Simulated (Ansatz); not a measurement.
The starting structures come from a database of crystals and need not be the phases stable at ambient conditions.

By PBEsol, the system below comes out a metal.

Consider the following.

```xyz
3
Lattice="5.7170 0.0000 0.0000 1.9057 5.9596 0.0000 2.8585 0.0000 1.6504" Properties=species:S:1:pos:R:3 pbc="T T T"
Ta     1.9057     2.9798     0.0000
S      3.8113     1.4100     0.0000
S      3.8113     4.5436     0.0000
```

The cell was relaxed by PBE-D3(BJ); by PBEsol it stands under a pressure of -1.0 GPa.

The current flows along the normal of the first two printed cell vectors, the (110) plane of the conventional cell. No spin-orbit coupling; the value is a mean over 0.1 eV about the Fermi level.

Predict the ballistic conductance per area from Ansatz (a first-principles code) with PBEsol.

0.57 × 10¹⁵ S/m² for both spins.
